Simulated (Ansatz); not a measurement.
# ZnInNO (model structure, started from the AlSiCN type, P3m1, No. 156, 4 atoms in the cell)

Computed with PBEsol+SOC (PAW; Ansatz, a quantum-chemistry and plane-wave program).

Settings: plane-wave cutoff 520 eV, 18×18×10 k mesh (along the axes of the cell as run), Fermi–Dirac smearing 0.05 eV, PAW data made under PBE.

Cell (relaxed with PBEsol):

Space group P3m1 (No. 156); a = b = 3.439 Å, c = 5.396 Å, α = β = 90.00°, γ = 120.00°

```csv
atom,site,symmetry,x,y,z
In,1b,3m.,0.3333,0.6667,0.5102
Zn,1c,3m.,0.6667,0.3333,0.9967
O,1b,3m.,0.3333,0.6667,0.1109
N,1c,3m.,0.6667,0.3333,0.6321
```

For ZnInNO (model structure, started from the AlSiCN type, P3m1, No. 156, 4 atoms in the cell), the band gap is 0.01 eV (under three smearing widths, so not firm).

Note: the relaxation could raise the start's symmetry but not lower it, so the cell can be a saddle point.

Static lattice: no zero-point or thermal effects.

Cost on a shared machine: around 6 core-minutes (rough).

A model structure was made by putting elements into a prototype or built by hand; it is no filed structure, need not be a known phase, and can be a saddle point held by its symmetry.
